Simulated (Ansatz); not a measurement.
The decay constant κ of evanescent states in the gap governs leakage through a thin film.

Data:

```xyz
10
Lattice="4.8050 0.0000 0.0000 0.0000 13.1162 0.0000 2.4025 4.3721 1.3871" Properties=species:S:1:pos:R:3 pbc="T T T"
Al     0.0000    11.1764     0.0000
Al     2.4025     6.3120     1.3871
Al     0.0000     8.4980     0.0000
Al     2.4025     8.9903     1.3871
O      1.6670     1.0930     0.1132
O      5.5405    16.3953     1.2739
O      1.4710     9.8372     0.0000
O      5.7365     7.6511     1.3871
O      4.0695     9.8372     1.2739
O      3.1380     7.6511     0.1132
```

The cell is taken as given; by r2SCAN it stands under a pressure of -6.9 GPa.

Transport runs along the normal of the first two printed cell vectors, the (100) plane of the conventional cell.

The gap is the functional's own, uncorrected, and κ follows it; spin-orbit coupling is left out. Mid-gap means the computed energy nearest the middle.

### Question
State the band gap and the smallest decay constant κ at mid-gap according to r2SCAN (Ansatz, a quantum-chemistry and plane-wave program).

### Answer
Gap 6.77 eV on a 22×22×22 mesh; κ = 0.394 1/Å, at the zone centre.
